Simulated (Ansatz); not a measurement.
Base system: AlN in the wurtzite structure (space group P6_3mc, No. 186; a = 3.130 Å, c = 5.018 Å). Axes: x lies along a and z along c of the hexagonal cell.

All numbers come from PBE, PAW, 420 eV (Ansatz, a program for electronic structure; spin-orbit coupling left out).

It is then changed as follows: uniaxial strain ε_zz = +2.40 %, all other strain components held at zero, atoms relaxed at fixed cell.

**Question.** Predict the stress tensor and what it implies for the stiffness.

**Answer.** Stress of the strained cell less that of the base (GPa, compression positive):
```
  -2.04    0.00    0.00
   0.00   -2.04    0.00
   0.00    0.00   -8.38
```

Then −Δσ_ii/ε with ε = 0.0240 gives secant stiffness values (nonlinear terms included at this strain): C33 ≈ 349 GPa, C13 ≈ 85 GPa and C23 ≈ 85 GPa.

As a check, the harmonic strain energy −½ V₀ Δσ:ε is 6.7 meV/atom; the computed energy rise is 6.7 meV/atom.

No phonon test of stability was made.
